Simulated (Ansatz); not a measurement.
**What biaxial strain +1.81 %, plane normal [001], relaxed out of plane does to TiAl3**

Start from TiAl$_{3}$ (space group I4/mmm, No. 139; a = 3.826 Å, c = 8.553 Å; relaxed with 0.1 eV smearing). Axes: x, y, z lie along a, b, c of the conventional cell.

Modification: biaxial strain +1.81 %, plane normal [001], relaxed out of plane (Cartesian); in-plane vectors clamped, the third vector and the atoms free.

Computed with Ansatz (a first-principles code), r2SCAN, PAW, cutoff 500 eV, scalar-relativistic without spin-orbit coupling, earlier PAW set. Γ-centred 21×21×21 mesh, Fermi–Dirac width 0.1 eV.

The volume per atom goes up by 0.45 Å³, from 15.65 Å³ to 16.10 Å³ and the space group stays I4/mmm (No. 139). The energy goes up by 8.5 meV/atom and the pressure (mean of the normal stresses, compression positive) goes from zero to -3.1 GPa. The band gap remains zero and the out-of-plane strain amounts to -0.77 %. The ratio −ε⊥/ε∥ amounts to 0.43 and the mean in-plane stress (compression positive) is -4.6 GPa.

No phonon test of stability was made. All final runs are without spin polarisation.
